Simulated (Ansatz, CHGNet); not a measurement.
For TaAs (I4₁md, No. 109, 4 atoms in the cell; start mp-1936), the machine-learned potential CHGNet 0.3.0 (trained on PBE and PBE+U data) gives:

```
Quantity                Value
-------------------  --------
lattice parameter a   3.444 Å
c axis length        11.900 Å
```

**Question.** What does r²SCAN+rVV10 (Ansatz, an electronic-structure program, PAW) give for the same quantities?

**Answer.** 
- lattice constant a: 3.435 Å (drops by 0.3 %)
- lattice parameter c: 11.664 Å (shrinks by 2.0 %)

Changes are worked out from the printed values.

Unless a cell is named, each level is at its own relaxed cell (CHGNet 0.3.0 17.64, r²SCAN+rVV10 17.20 Å³/atom).

Levels without +SOC leave out spin–orbit coupling, which shifts energies and cells of such heavy elements.

Caveats: the relaxation could not lower the start's symmetry, so the cell can be a saddle point above a distorted one (CHGNet 0.3.0, r²SCAN+rVV10). Ansatz's density-functional and Hartree–Fock values are scalar-relativistic unless marked +SOC, with PAW data made under PBE.

A start named mp-… is a Materials Project structure, which need not be a measured phase.
